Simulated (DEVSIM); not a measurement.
Structure: Si p-i-n diode, at 250 K.

| layer (left to right) | material | thickness (μm) | Nd (cm⁻³) | Na (cm⁻³) | τn (s) | τp (s) |
|---|---|---|---|---|---|---|
| 1 | Si | 0.0980 | - | 4.1e17 | 7.5e-6 | 7.5e-6 |
| 2 | Si | 0.480 | 3.6e11 | - | 7.5e-6 | 7.5e-6 |
| 3 | Si | 2.00 | 2.9e17 | - | 7.5e-6 | 7.5e-6 |

Left contact: ohmic. Right contact: ohmic. Voltage is applied to the left contact. Recombination: SRH at mid-gap, Auger. Mobility is μmin + (μ − μmin)/(1 + (N/Nref)^α).

Constants are typed, rounded textbook-type inputs, not results; the design itself was drawn at random and stands for no fabricated device. Values at 300 K; Nc and Nv go as T^1.5, mobilities as T to minus their exponent, the gap by Varshni's rule with the affinity fixed.

| parameter | Si |
|---|---|
| gap (eV) | 1.124 |
| affinity (eV) | 4.05 |
| permittivity | 11.7 |
| Nc (cm⁻³) | 2.86e19 |
| Nv (cm⁻³) | 3.1e19 |
| μn (cm²/Vs) | 1417 |
| μp (cm²/Vs) | 470 |
| μn,min | 52 |
| μp,min | 45 |
| Nref,n | 9.7e16 |
| Nref,p | 2.2e17 |
| αn | 0.68 |
| αp | 0.72 |
| T exponent of μn | 2.3 |
| T exponent of μp | 2.2 |
| Cn (cm⁶/s) | 2.8e-31 |
| Cp (cm⁶/s) | 9.9e-32 |
| Varshni α (eV/K) | 0.000473 |
| Varshni β (K) | 636 |

DEVSIM, 1D drift-diffusion, Boltzmann statistics, complete ionisation; no tunnelling, impact ionisation, image-force lowering or self-heating.

### Question
Tabulate band edges, carrier densities and field at 0.9 V on the left contact.

### Answer
Energies count from the Fermi level of the right contact; mesh points crowd at the junctions.

```json
[
 {"x (μm)": "0.000", "Ec (eV)": "0.149", "Ev (eV)": "-0.987", "n (cm⁻³)": "< 1e2", "p (cm⁻³)": "4.1e17", "field (V/cm)": "60"},
 {"x (μm)": "0.02008", "Ec (eV)": "0.149", "Ev (eV)": "-0.987", "n (cm⁻³)": "2.0e15", "p (cm⁻³)": "4.1e17", "field (V/cm)": "59"},
 {"x (μm)": "0.04644", "Ec (eV)": "0.149", "Ev (eV)": "-0.987", "n (cm⁻³)": "4.7e15", "p (cm⁻³)": "4.1e17", "field (V/cm)": "54"},
 {"x (μm)": "0.07462", "Ec (eV)": "0.149", "Ev (eV)": "-0.987", "n (cm⁻³)": "7.6e15", "p (cm⁻³)": "4.1e17", "field (V/cm)": "-480"},
 {"x (μm)": "0.1000", "Ec (eV)": "0.129", "Ev (eV)": "-1.008", "n (cm⁻³)": "2.5e16", "p (cm⁻³)": "1.6e17", "field (V/cm)": "-20000"},
 {"x (μm)": "0.1250", "Ec (eV)": "0.111", "Ev (eV)": "-1.026", "n (cm⁻³)": "5.8e16", "p (cm⁻³)": "6.9e16", "field (V/cm)": "-1700"},
 {"x (μm)": "0.1714", "Ec (eV)": "0.109", "Ev (eV)": "-1.027", "n (cm⁻³)": "6.4e16", "p (cm⁻³)": "6.4e16", "field (V/cm)": "38"},
 {"x (μm)": "0.2956", "Ec (eV)": "0.110", "Ev (eV)": "-1.026", "n (cm⁻³)": "6.6e16", "p (cm⁻³)": "6.6e16", "field (V/cm)": "57"},
 {"x (μm)": "0.4329", "Ec (eV)": "0.111", "Ev (eV)": "-1.026", "n (cm⁻³)": "6.7e16", "p (cm⁻³)": "6.7e16", "field (V/cm)": "55"},
 {"x (μm)": "0.5092", "Ec (eV)": "0.111", "Ev (eV)": "-1.025", "n (cm⁻³)": "6.8e16", "p (cm⁻³)": "6.8e16", "field (V/cm)": "34"},
 {"x (μm)": "0.5535", "Ec (eV)": "0.110", "Ev (eV)": "-1.027", "n (cm⁻³)": "7.4e16", "p (cm⁻³)": "6.4e16", "field (V/cm)": "-1600"},
 {"x (μm)": "0.5823", "Ec (eV)": "0.086", "Ev (eV)": "-1.050", "n (cm⁻³)": "2.2e17", "p (cm⁻³)": "2.2e16", "field (V/cm)": "-10000"},
 {"x (μm)": "0.6102", "Ec (eV)": "0.080", "Ev (eV)": "-1.056", "n (cm⁻³)": "3.0e17", "p (cm⁻³)": "1.6e16", "field (V/cm)": "-99"},
 {"x (μm)": "0.6652", "Ec (eV)": "0.080", "Ev (eV)": "-1.056", "n (cm⁻³)": "3.1e17", "p (cm⁻³)": "1.5e16", "field (V/cm)": "66"},
 {"x (μm)": "0.8218", "Ec (eV)": "0.081", "Ev (eV)": "-1.055", "n (cm⁻³)": "3.0e17", "p (cm⁻³)": "1.4e16", "field (V/cm)": "66"},
 {"x (μm)": "1.082", "Ec (eV)": "0.083", "Ev (eV)": "-1.054", "n (cm⁻³)": "3.0e17", "p (cm⁻³)": "1.3e16", "field (V/cm)": "67"},
 {"x (μm)": "1.552", "Ec (eV)": "0.086", "Ev (eV)": "-1.050", "n (cm⁻³)": "3.0e17", "p (cm⁻³)": "9.2e15", "field (V/cm)": "68"},
 {"x (μm)": "2.061", "Ec (eV)": "0.089", "Ev (eV)": "-1.047", "n (cm⁻³)": "3.0e17", "p (cm⁻³)": "5.0e15", "field (V/cm)": "70"},
 {"x (μm)": "2.377", "Ec (eV)": "0.092", "Ev (eV)": "-1.044", "n (cm⁻³)": "2.9e17", "p (cm⁻³)": "2.0e15", "field (V/cm)": "72"},
 {"x (μm)": "2.488", "Ec (eV)": "0.092", "Ev (eV)": "-1.044", "n (cm⁻³)": "2.9e17", "p (cm⁻³)": "9.3e14", "field (V/cm)": "72"},
 {"x (μm)": "2.544", "Ec (eV)": "0.093", "Ev (eV)": "-1.043", "n (cm⁻³)": "2.9e17", "p (cm⁻³)": "3.5e14", "field (V/cm)": "73"},
 {"x (μm)": "2.578", "Ec (eV)": "0.093", "Ev (eV)": "-1.043", "n (cm⁻³)": "2.9e17", "p (cm⁻³)": "< 1e2", "field (V/cm)": "73"}
]
```
